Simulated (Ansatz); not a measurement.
The parent structure is AlRu in the CsCl type structure (space group Pm-3m, No. 221; relaxed with 0.1 eV smearing).

```
AlRu
1.0
    2.97703     0.00000     0.00000
    0.00000     2.97703     0.00000
    0.00000     0.00000     2.97703
Al Ru
1 1
Direct
  0.50000   0.50000   0.50000
  0.00000   0.00000   0.00000
```

Cartesian axes are those of the cell as printed.

All numbers come from PBEsol in Ansatz (plane waves to 420 eV, PAW, no SOC).

Before the change:

```
Item                Value
---------------  --------
Volume per atom  13.19 Å³
```

The change: biaxial strain +0.42 %, plane normal [111], relaxed out of plane (Cartesian); in-plane vectors clamped, the third vector and the atoms free.

**Question.** Estimate the effect on the volume per atom, energy relative to the base and in-plane stress.

**Answer.** The volume per atom increases by 0.08 Å³ to 13.27 Å³; the energy goes up by 0.6 meV/atom; the mean in-plane stress (compression positive) comes out as -1.9 GPa.

Whether these cells are dynamically stable was not tested. The final runs are not spin-polarised.

Ansatz is a quantum-chemistry and plane-wave program.
